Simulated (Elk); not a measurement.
Band structure of NbVCr (Imma, 6 atoms in the cell).

```xyz
6
Lattice="-2.4624 2.5203 3.5074 2.4624 -2.5203 3.5074 2.4624 2.5203 -3.5074" Properties=species:S:1:pos:R:3 pbc="T T T"
Nb     2.4624     1.2601    -0.8680
Nb     0.0000     1.2601     4.3754
V      0.0000     2.5203     0.0000
V      0.0000     0.0000     0.0000
Cr    -1.2312     1.2601     1.7537
Cr     1.2312     1.2601     1.7537
```

Level of theory: PBEsol, all-electron FP-LAPW, Elk's shipped species files, APW+lo basis with extra local orbitals in Elk 10.2.4.

Settings: xctype = 22; rgkmax = 7.5; stype = 3; swidth = 0.00367493 Ha; ngridk = 5 5 5; gmaxvr = 18 1/bohr; lmaxapw = 10; lmaxo = 8; nxlo = 2; lorbcnd = true; lradstp = 2; nrmtscf = 2; rmtscf = 0.91; lmaxi = 4.

The starting cell comes from a database of computed structures (which also holds hypothetical and non-ambient phases and stackings), without a prior relaxation at this level. Spin polarisation is off. Values depend on the basis (sphere radii, cutoffs, local orbitals), which need not be converged.

Levels in eV from the Fermi level, bands 37 to 44:
```
point     37     38     39     40     41     42    43    44
-----  -----  -----  -----  -----  -----  -----  ----  ----
Γ      -0.50  -0.34  -0.20   0.60   0.60   0.70  1.04  1.15
X      -1.02  -0.94  -0.58  -0.57  -0.39   0.50  0.70  0.71
L      -0.74  -0.71  -0.61  -0.57  -0.22  -0.04  0.83  0.96
T      -0.96  -0.96  -0.70  -0.70  -0.06  -0.06  1.06  1.06
W      -0.75  -0.75  -0.51  -0.51  -0.20  -0.20  0.91  0.91
R      -0.84  -0.73  -0.71  -0.61   0.76   0.80  0.88  0.92
X1     -1.02  -0.94  -0.58  -0.57  -0.39   0.50  0.70  0.71
Z      -1.00  -0.94  -0.91  -0.46  -0.32   0.27  0.85  1.23
Y      -1.07  -0.97  -0.85  -0.37   0.02   0.36  0.72  0.87
S      -1.06  -0.36  -0.31  -0.22   0.94   0.99  1.08  1.29
```

Bands cross the Fermi level along this path, so the cell is metallic at this level.
